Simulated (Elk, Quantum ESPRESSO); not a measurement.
An Elk input for a self-consistent single point of Ti (P6_3/mmc, 4 atoms in the cell) (DFT, PBE, all-electron FP-LAPW, Elk's shipped species files, APW+lo basis with extra local orbitals):

```
tasks
  0

xctype
  20

rgkmax
  8.0

gmaxvr
  14.0

nxlo
  2

lorbcnd
  .true.

lmaxi
  2

stype
  0

swidth
  0.00734986

scale
  1.889726125

avec
    2.8635468193   -0.0000001901    0.0000000000
   -1.4317732450    2.4799043855    0.0000000000
    0.0000000000    0.0000000000    9.2134800000

sppath
  './'

atoms
  1   : nspecies
  'Ti.in'   : spfname
  4   : natoms; atposl, bfcmt below
  0.0000000000  0.0000000000  0.0000000000    0.0 0.0 0.0
  0.0000000000  0.0000000000  0.5000000000    0.0 0.0 0.0
  0.3333333333  0.6666666667  0.2500000000    0.0 0.0 0.0
  0.6666666667  0.3333333333  0.7500000000    0.0 0.0 0.0

ngridk
  9 9 3
```

Question: Translate this input to Quantum ESPRESSO.

Answer: This is the input that was run; spellings and numerical settings could be chosen otherwise.

```fortran
&control
  calculation = 'scf',
  prefix = 'pwscf',
  outdir = './work',
  pseudo_dir = './',
  tprnfor = .true.,
  tstress = .true.,
/
&system
  ibrav = 0,
  nat = 4,
  ntyp = 1,
  ecutwfc = 85,
  occupations = 'smearing',
  smearing = 'gauss',
  degauss = 0.0147,
/
&electrons
  conv_thr = 1.0d-9,
/
ATOMIC_SPECIES
Ti    47.8670  Ti.upf
CELL_PARAMETERS bohr
   5.411319234     0.000000000     0.000000000
  -2.705659617     4.686339924     0.000000000
   0.000000000     0.000000000    17.410953855
ATOMIC_POSITIONS crystal
Ti    0.000000000    0.000000000    0.000000000
Ti    0.000000000    0.000000000    0.500000000
Ti    0.333333333    0.666666667    0.250000000
Ti    0.666666667    0.333333333    0.750000000
K_POINTS automatic
9 9 3  0 0 0
```

Basis settings and potentials, where a program has them, do not carry over. This input uses DFT, PBE, plane waves, PseudoDojo standard norm-conserving (PBE) pseudopotentials.

The starting cell was generated: these elements placed on a structure prototype, without a prior relaxation; it need not be a known phase or ordering of this composition. Its lattice was rescaled by a random factor within 2.5 % of one. For this run, on top of that: lattice scaled by 0.98.
